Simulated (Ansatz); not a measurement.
Base system: AlP in the zinc blende structure (space group F-43m, No. 216; a = 5.4703 Å). Axes: x, y, z lie along the cube axes.

The change: a pure shear with ε_yz = ε_zy = 0.0354; the atoms relax in the strained cell.

Levels (all Ansatz, a quantum-chemistry and plane-wave program, PAW, earlier PAW set): PBEsol (420 eV, no SOC); HSE06 (420 eV, no spin-orbit coupling).

The geometry is relaxed with PBEsol.

```
Item              Result
---------------  -------
PBEsol band gap  0.90 eV
```

How does going to HSE06 change the band gap?

The band gap grows by 0.80 eV to 1.70 eV.

Single points use the geometry relaxed with PBEsol. HSE06 was sampled on its mesh, a few special points and the semilocal edge points, so its gap is an upper bound. Whether these cells are dynamically stable was not tested.
